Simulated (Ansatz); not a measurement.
The reference is CdTe in the zinc blende structure (space group F-43m, No. 216; a = 6.4895 Å).

The change: Se takes the place of Te on all its sites; the structure is relaxed again.

Levels (all Ansatz, a first-principles code, PAW, earlier PAW set): PBEsol (420 eV, without spin-orbit coupling); r2SCAN (500 eV, spin-orbit coupling left out); HSE06 (420 eV, no spin-orbit coupling); PBEsol+SOC (420 eV, spin-orbit coupling included); HSE06+SOC (420 eV, noncollinear with spin-orbit coupling).

At the geometry relaxed with PBEsol, these levels gave the following band gaps, in shuffled order: (a) 0.48 eV, (b) 1.41 eV, (c) 0.36 eV, (d) 1.55 eV, (e) 1.09 eV.

**Question.** Match each gap to its level.

**Answer.** (a) PBEsol; (b) HSE06+SOC; (c) PBEsol+SOC; (d) HSE06; (e) r2SCAN.

Single points use the geometry relaxed with PBEsol. The spin-orbit shifts are approximate. Whether these cells are dynamically stable was not tested.
